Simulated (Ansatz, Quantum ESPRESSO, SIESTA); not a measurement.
# Code comparison for Pt₃Ti (Pm-3m, 4 atoms in the cell)

Relaxation of cell and atoms.

```
Pt3Ti
1.0
    3.92000     0.00000     0.00000
    0.00000     3.92000     0.00000
    0.00000     0.00000     3.92000
Ti Pt
1 3
Cartesian
  0.00000   0.00000   0.00000
  0.00000   1.96000   1.96000
  1.96000   0.00000   1.96000
  1.96000   1.96000   0.00000
```

Shared settings, as Ansatz (a first-principles code) writes them: kpoints.mp_grid.grid = 6 6 6; scf.occupations.method = fermi_dirac; scf.occupations.width = 0.0073 Ry. Potentials and cutoffs stand in the table.

```json
[
 {"code": "Ansatz", "model": "PBE, default PAW files", "final volume (Å³/atom)": "15.38", "cutoff": "30.9 Ry"},
 {"code": "SIESTA", "model": "GGA PBE, numerical atomic orbitals DZP, PseudoDojo PBE standard norm-conserving potentials (rewritten from UPF to PSML)", "final volume (Å³/atom)": "15.18", "cutoff": "grid 400 Ry"},
 {"code": "Quantum ESPRESSO", "model": "PBE, SSSP 1.1.2 efficiency (PBE) pseudopotentials", "final volume (Å³/atom)": "15.35", "cutoff": "50 Ry"}
]
```

On Ansatz's run: spin-orbit coupling is off. Spin polarisation is off.

The spread over the programs that give each value: final volume within 0.20 Å³/atom.

SIESTA uses small atom-centred bases, whose incompleteness enters pressures, forces and empty levels differently from a plane-wave cutoff. The programs treat the finite-basis stress differently while the cell relaxes: Ansatz adds an estimate of it.

The starting cell has typed, rounded lattice constants, without a prior relaxation at this level.

Keys are those of Ansatz 0.2.
